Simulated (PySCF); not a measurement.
PySCF 2.14.0, TPSSH/def2-svpd, df: Au(OMe)(MeCN) (CC#[N]->[Au][O]C), 12 atoms. The geometry is a generated start, not checked to be a minimum at this level.

| Property | Value |
|---|---|
| task | energy |
| method | tpssh |
| basis | def2-svpd |
| two-electron scheme | density fitting |
| mol.max_memory | 3000 MB |
| mf.max_cycle | 100 |
| mf.init_guess | minao (default) |
| mf.DIIS | CDIIS (default) |
| mf.conv_tol | 1e-09 (default) |
| mf.grids.level | 3 (default) |
| effective core potentials | those of the basis set, past Kr |
| basis functions | 186 |
| grid points | 153496 |

```xyz
12

Au     0.8045    -0.1279    -0.3850
O      2.0590    -0.8304    -1.6642
C      1.7356    -1.6382    -2.7380
H      1.0524    -1.1449    -3.4483
H      2.6578    -1.8860    -3.2783
H      1.2623    -2.5843    -2.4300
C     -1.8904     1.5524     2.6607
C     -1.0223     1.0121     1.6632
N     -0.3142     0.5756     0.8678
H     -1.9987     2.6274     2.5144
H     -1.4765     1.3649     3.6525
H     -2.8696     1.0793     2.5853
```

Charge 0 and multiplicity 1 are set for this test and not shown to be the ground state.

One run each on 2 threads, 1 BLAS thread. Values of diis_space tried: 3, 5, 8 (default), 12, 20.

Task: How does the count of Fock builds change with diis_space, and where is it least?

Result: Fewest Fock builds, within one of each other: 8 (default) with 16, 12 with 16, 20 with 16. The count rises to 41 at 3. All converge to one solution.

```tsv
diis_space	Fock builds	end
3	41	same solution
5	18	same solution
8 (default)	16	same solution
12	16	same solution
20	16	same solution
```
